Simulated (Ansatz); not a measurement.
SnO (Pmn2₁, No. 31, 4 atoms in the cell; start mp-545552; a measured phase of this formula has another space group) was calculated with r²SCAN+rVV10 (plane waves, PAW; Ansatz, a first-principles code).

Settings: plane-wave cutoff 560 eV, 10×6×8 k mesh (along the axes of the cell as run), Fermi–Dirac smearing 0.01 eV, scalar-relativistic PAW data made under PBE.

Cell (relaxed at this level):

```cif
data_O2Sn2
_chemical_formula_sum 'Sn2 O2'
_space_group_name_H-M_alt 'Pmn21'
_space_group_IT_number 31
_space_group_name_Hall 'P 2ac -2'
_cell_length_a 3.30287
_cell_length_b 5.75453
_cell_length_c 4.00408
_cell_angle_alpha 90.000
_cell_angle_beta 90.000
_cell_angle_gamma 90.000
loop_
_space_group_symop_operation_xyz
  'x, y, z'
  '-x+1/2, -y, z+1/2'
  '-x, y, z'
  'x+1/2, -y, z+1/2'
loop_
_atom_site_label
_atom_site_type_symbol
_atom_site_symmetry_multiplicity
_atom_site_Wyckoff_symbol
_atom_site_fract_x
_atom_site_fract_y
_atom_site_fract_z
_atom_site_occupancy
Sn1 Sn 2 a 0.00000 0.22951 0.51710 1
O1 O 2 a 0.50000 0.10638 0.23290 1
```

Task: What does this level give for the band gap and direct gap at Γ?

Result: 
- band gap = 1.66 eV (on the SCF k mesh)
- direct gap at Γ = 3.39 eV

Note: the relaxation could not lower the start's symmetry, so the cell can be a saddle point above a distorted one.

Spin–orbit coupling is not included.

Cost on a shared machine: very roughly 5 core-minutes.

A start named mp-… is a Materials Project structure, which need not be a measured phase.
